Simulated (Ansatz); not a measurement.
## Effect of x(W) = 0.25, 4 atoms, Immm on Mo

Take Mo in the bcc (W type) structure (space group Im-3m, No. 229; a = 3.130 Å) as the base.

The other end (x = 1) is W in the bcc (W type) structure (space group Im-3m, No. 229): 15.69 Å³/atom, gap zero.

One thing is altered: a fraction x = 0.25 of the Mo sites is given to W, ordered in a cell of 4 atoms (starting symmetry Immm) and fully relaxed.

Calculations: PBEsol (Ansatz, a first-principles code), spin-orbit coupling left out. k-mesh 18×18×18 (Γ-centred); smearing 0.05 eV (Fermi–Dirac), for the changed cell.

```csv
quantity,base,changed,shift
volume per atom,15.33 Å³,15.42 Å³,+0.09 Å³
density,10.40 g/cm³,12.70 g/cm³,+2.305 g/cm³
shortest interatomic distance,2.710 Å,2.715 Å,+0.005 Å
band gap,zero,zero,–
mixing energy (to 0.01 eV only: unlike meshes or grids),–,-0.01 eV/atom,–
deviation of the volume from the linear (Vegard-type) interpolation,–,0.0 %,–
```

Cost of the whole job for the changed cell (relaxation, final SCF and bands): very roughly 16 core-minutes.

Each cell is one ordered arrangement of few atoms, which overstates ordering effects compared with a random alloy. Whether these cells are dynamically stable was not tested. The final runs are not spin-polarised.
